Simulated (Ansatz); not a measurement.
The parent structure is Hf in the hcp (Mg type) structure (space group P6_3/mmc, No. 194; relaxed with 0.1 eV smearing).

```yaml
crystal:
  lattice:
    - [3.19829, 0.00000, 0.00000]
    - [-1.59915, 2.76980, 0.00000]
    - [0.00000, 0.00000, 5.04882]
  atoms:
    - { symbol: Hf, position: [0.66667, 0.33333, 0.75000] }
    - { symbol: Hf, position: [0.33333, 0.66667, 0.25000] }
```

Cartesian axes are those of the cell as printed.

The values are results of r2SCAN (Ansatz, a first-principles code), scalar-relativistic without spin-orbit coupling, not measurements.

Modification: an isotropic linear strain of +1.50 %; the atoms relax in the strained cell.

Task: Predict the stress tensor and what it implies for the stiffness.

Result: Stress of the strained cell less that of the base (GPa, compression positive):
```
   -4.6     0.0     0.0
    0.0    -4.6     0.0
    0.0     0.0    -4.6
```

Then B = −ΔP/(ΔV/V₀) with ΔV/V₀ = 0.0457 gives secant stiffness values (nonlinear terms included at this strain): B (at held cell shape, above the free-shape value) ≈ 100 GPa.

As a check, the harmonic strain energy −½ V₀ Δσ:ε is 14 meV/atom; the computed energy rise is 15 meV/atom.

No phonon test of stability was made. All final runs are without spin polarisation.
